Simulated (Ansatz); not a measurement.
Density of states of GaAs (F-43m) above the conduction band minimum, PBE with spin-orbit coupling, rigid bands run with Ansatz (a first-principles code); cell volume 45.3 Å³.

(energy from edge (eV), 10⁻³ states/eV/cell): (0.006, 0.11); (0.031, 0.29); (0.056, 0.43); (0.081, 0.59); (0.106, 0.76); (0.131, 0.93); (0.156, 1.12); (0.181, 1.33); (0.206, 1.55); (0.231, 1.79); (0.256, 2.04); (0.281, 2.31); (0.319, 2.77); (0.344, 3.09); (0.369, 3.43); (0.394, 3.81); (0.419, 4.20); (0.444, 4.61); (0.469, 5.03); (0.494, 6.77); (0.519, 30.9); (0.544, 43.9); (0.569, 54.3); (0.594, 63.7)

Question: What effective density of states at 300 K does this give (∫ g(E) exp(−E/k_BT) dE, both spins, divided by the cell's size)?

Answer: 1.4e17 cm⁻³, a density-of-states mass of 0.031 mₑ, valleys and band degeneracy included.

Geometry: cell and atoms relaxed with PBEsol.
